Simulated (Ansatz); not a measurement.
Input and output of a self-consistent single point for NbH (Cmm2, 4 atoms in the cell) (Ansatz, an electronic-structure program).

Method of the run: PBEsol, harder PAW files (source: ansatz) made with PBE (plane waves; Ansatz).

The change in words: lattice scaled by 0.98; basis.ecutwfc: 30.9 Ry → 50 Ry; hamiltonian.pseudopotentials: {kind: paw} (the program's default PAW files) → {kind: paw, source: ansatz}. Reference geometry:
```
CELL_PARAMETERS angstrom
      1.83983    -2.38602     0.00000
      1.83983     2.38602     0.00000
      0.00000     0.00000     4.78982
ATOMIC_POSITIONS crystal
  Nb 0.75000 0.25000 0.27928
  Nb 0.25000 0.75000 0.73116
  H  0.25000 0.25000 0.00000
  H  0.75000 0.75000 0.00000
```

Reference input (self-consistent single point, DFT, PBEsol, plane waves, default PAW files made with PBE): basis.ecutwfc = 30.9 Ry; kpoints.mp_grid.grid = 11 11 7; hamiltonian.xc = pbesol; hamiltonian.pseudopotentials = {kind: paw} (the program's default PAW files); scf.occupations.method = fermi_dirac; scf.occupations.width = 0.0073 Ry. This run's input differs from it in these lines:

Ansatz 0.2 input:
```diff
@@ -3,12 +3,12 @@
   lattice:
-    - [1.839829, -2.386020, 0.000000]
-    - [1.839829, 2.386020, 0.000000]
-    - [0.000000, 0.000000, 4.789817]
+    - [1.803032, -2.338300, 0.000000]
+    - [1.803032, 2.338300, 0.000000]
+    - [0.000000, 0.000000, 4.694021]
   atoms:
-    - { symbol: Nb, position_ang: [1.839829, -1.193010, 1.337695] }
-    - { symbol: Nb, position_ang: [1.839829, 1.193010, 3.502123] }
-    - { symbol: H, position_ang: [0.919914, 0.000000, 0.000000] }
-    - { symbol: H, position_ang: [2.759743, 0.000000, 0.000000] }
+    - { symbol: Nb, position_ang: [1.803032, -1.169150, 1.310941] }
+    - { symbol: Nb, position_ang: [1.803032, 1.169150, 3.432080] }
+    - { symbol: H, position_ang: [0.901516, 0.000000, 0.000000] }
+    - { symbol: H, position_ang: [2.704548, 0.000000, 0.000000] }
 basis:
-  ecutwfc: 30.9 Ry
+  ecutwfc: 50.0 Ry
 kpoints:
@@ -17,3 +17,3 @@
   xc: pbesol
-  pseudopotentials: { kind: paw }
+  pseudopotentials: { kind: paw, source: ansatz }
 scf:
```

Output, abridged:

```
SCF iter   1: F=—  HF=-9042.500564 eV  |F-HF|=—  |Δ(HF+E_count)|=         —  Δρ=1.07e-1  dr2=4.76e0  ethr=3.10e-3  ⟨swp⟩=5.1  Hψ=11078  notcnv=0
all-band conjugate gradients solve this SCF's bands
preconditioner: auto → none
SCF iter   2: F=—  HF=-9041.166441 eV  |F-HF|=—  |Δ(HF+E_count)|=    1.33e0  Δρ=5.93e-2  dr2=1.44e0  ethr=3.10e-3  ⟨swp⟩=2.8  Hψ=6084  notcnv=0
   [... lines left out ...]
SCF iter   6: F=—  HF=-9040.628412 eV  |F-HF|=—  |Δ(HF+E_count)|=   1.56e-3  Δρ=5.36e-4  dr2=3.14e-4  ethr=2.21e-5  ⟨swp⟩=2.0  Hψ=3401  notcnv=0
SCF iter   7: F=—  HF=-9040.628333 eV  |F-HF|=—  |Δ(HF+E_count)|=   7.85e-5  Δρ=7.46e-5  dr2=4.12e-6  ethr=1.12e-6  ⟨swp⟩=2.0  Hψ=3489  notcnv=0
SCF iter   8: F=—  HF=-9040.628337 eV  |F-HF|=—  |Δ(HF+E_count)|=   3.17e-6  Δρ=1.61e-5  dr2=3.89e-8  ethr=3.57e-10  ⟨swp⟩=5.2  Hψ=14472  notcnv=0
SCF iter   9: F=-9040.628337 eV  HF=-9040.628337 eV  |F-HF|=1.36e-10  |Δ(HF+E_count)|=   6.17e-9  Δρ=1.43e-6  dr2=4.69e-10  ethr=1.39e-10  ⟨swp⟩=2.2  Hψ=8770  notcnv=0
SCF 1 converged in 9 iterations: F = -9040.628337 eV  dr2 = 4.69e-10
Free energy (F): -9040.628337 eV
Internal energy: -9040.597122 eV  (E = F + TS)
E sigma→0 (E₀):  -9040.612729 eV
Entropy (-TS):   -0.031214 eV (-7.804 meV/atom)
Fermi energy:    17.348364 eV
--- Forces (eV/Å), atoms counted from 1 ---
  atom   1  Nb     0.00000000     0.00000000    -0.84859916
  atom   2  Nb     0.00000000    -0.00000000     0.55414715
  atom   3  H     -0.00000000    -0.00000000     0.14722438
  atom   4  H     -0.00000000     0.00000000     0.14722438
--- Stress (GPa, compression-positive) ---
        4.736337       0.000000       0.000000
        0.000000       7.409884       0.000000
        0.000000       0.000000       8.474740
  P = ⅓ Tr σ = 6.8737 GPa (68.737 kbar)
  The stress holds the Pulay correction. Without it, at fixed plane waves, as pw.x and ABINIT print it: P = 6.8334 GPa
```

The run converged in 9 iterations. Against the reference run the pressure goes from -5.15 to 6.87 GPa and the largest force goes from 0.750 to 0.849 eV/Å.

The starting cell comes from a database of computed structures (which also holds hypothetical and non-ambient phases and stackings), without a prior relaxation at this level. Its lattice was rescaled by up to half a per cent. One atom was moved a little off its site on purpose. For this run, on top of that: lattice scaled by 0.98. Spin polarisation is off. Ansatz's pressure includes its estimate of the finite-basis (Pulay) stress. The cutoff lies below the one recommended for these files.
